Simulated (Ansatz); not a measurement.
HfC: pressure −1 GPa

Take HfC in the rock salt structure (space group Fm-3m, No. 225; a = 4.607 Å) as the base.

Now apply this change: hydrostatic tension (pressure −1 GPa).

Level of theory: Kohn–Sham DFT with the PBEsol functional, run in Ansatz (an electronic-structure program) with PAW and 420 eV plane waves, without spin-orbit coupling. Settings: 17×17×17 k-points, 0.05 eV Fermi–Dirac smearing.

The lattice parameter a goes up by 0.012 bohr, from 8.706 bohr to 8.718 bohr and the shortest interatomic distance increases by 0.006 bohr to 4.359 bohr. The band gap remains zero.

Load acts through the strain it causes; cell and atoms are relaxed under it. No phonon test of stability was made. The final runs are not spin-polarised.
